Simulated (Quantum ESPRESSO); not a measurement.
Quantum ESPRESSO run on TiO2 (I4_1/amd, 6 atoms in the cell): self-consistent single point.

Method: vdW-DF, GBRV 1.5 ultrasoft (PBE) pseudopotentials (plane waves; Quantum ESPRESSO).

```yaml
crystal:
  lattice:
    - [-1.87595, 1.87595, 4.76857]
    - [1.87595, -1.87595, 4.76857]
    - [1.87595, 1.87595, -4.76857]
  atoms:
    - { symbol: Ti, position: [0.00000, 0.00000, 0.00000] }
    - { symbol: Ti, position: [0.75000, 0.25000, 0.50000] }
    - { symbol: O, position: [0.95715, 0.45715, 0.50000] }
    - { symbol: O, position: [0.20715, 0.20715, 0.00000] }
    - { symbol: O, position: [0.79285, 0.79285, 0.00000] }
    - { symbol: O, position: [0.54285, 0.04285, 0.50000] }
```

Reference input (self-consistent single point, DFT, PBE, plane waves, GBRV 1.5 ultrasoft (PBE) pseudopotentials): ecutwfc = 50 Ry; ecutrho = 400 Ry; occupations = fixed; potentials = {Ti: ti_pbe_v1.4.uspp.F.UPF, O: o_pbe_v1.2.uspp.F.UPF}; K_POINTS = automatic 6 6 6 0 0 0; nbnd = 26; conv_thr = 1e-10 Ry. This run's input differs from it in these lines:

```diff
@@ -16,2 +16,3 @@
  nbnd = 26
+ input_dft = 'vdw-df'
 /
```

Output, abridged:

```
     Self-consistent Calculation

     iteration #  1     ecut=    50.00 Ry     beta= 0.70

---- Real-time Memory Report at c_bands before calling an iterative solver
           333 MiB given to the printing process from OS
            87 MiB allocation reported by mallinfo(arena+hblkhd)
------------------

     negative rho (up, down):  4.746E-03 0.000E+00

     -----------------------------------------------
     Non-local corr. energy    =       0.71369717 Ry
     -----------------------------------------------

     total energy              =    -369.06185248 Ry
     estimated scf accuracy    <       1.50544191 Ry

   [... lines left out ...]
     -----------------------------------------------

     total energy              =    -369.94121912 Ry
     estimated scf accuracy    <          9.9E-10 Ry

     iteration # 15     ecut=    50.00 Ry     beta= 0.70

---- Real-time Memory Report at c_bands before calling an iterative solver
           390 MiB given to the printing process from OS
           116 MiB allocation reported by mallinfo(arena+hblkhd)
------------------

     negative rho (up, down):  2.690E-03 0.000E+00

     -----------------------------------------------
     Non-local corr. energy    =       0.70229965 Ry
     -----------------------------------------------
     End of self-consistent calculation

     highest occupied, lowest unoccupied level (ev):     7.3814    9.6681

!    total energy              =    -369.94121912 Ry
     estimated scf accuracy    <          1.4E-11 Ry

     convergence has been achieved in  15 iterations

     negative rho (up, down):  2.690E-03 0.000E+00

     -----------------------------------------------
     Non-local corr. energy    =       0.70229965 Ry
     -----------------------------------------------

     Forces acting on atoms (cartesian axes, Ry/au):

     atom    1 type  1   force =     0.00000000    0.00000000    0.00000000
     atom    2 type  1   force =     0.00000000    0.00000000    0.00000000
     atom    3 type  2   force =    -0.00000000    0.00000000    0.01359316
   [... lines left out ...]
     Total force =     0.027186     Total SCF correction =     0.000002
   [... lines left out ...]
     Non-local corr. energy    =       0.70229965 Ry
     -----------------------------------------------

          total   stress  (Ry/bohr**3)                   (kbar)     P=      144.25
   0.00096807   0.00000000  -0.00000000          142.41        0.00       -0.00
   0.00000000   0.00096807   0.00000000            0.00      142.41        0.00
   0.00000000   0.00000000   0.00100567            0.00        0.00      147.94

   JOB DONE.
```

The run converged in 15 iterations. Against the reference run the pressure goes from 9.27 to 14.43 GPa, the largest force goes from 0.200 to 0.349 eV/Å and the gap on the mesh goes from 2.249 to 2.287 eV.

The starting cell comes from a database of computed structures (which also holds hypothetical and non-ambient phases and stackings), without a prior relaxation at this level. Its lattice was rescaled by a random factor within 2.5 % of one. With a pressure of about 14 GPa the cell is away from its equilibrium volume at this level.

Cost on one core of a shared machine: roughly 4 min.
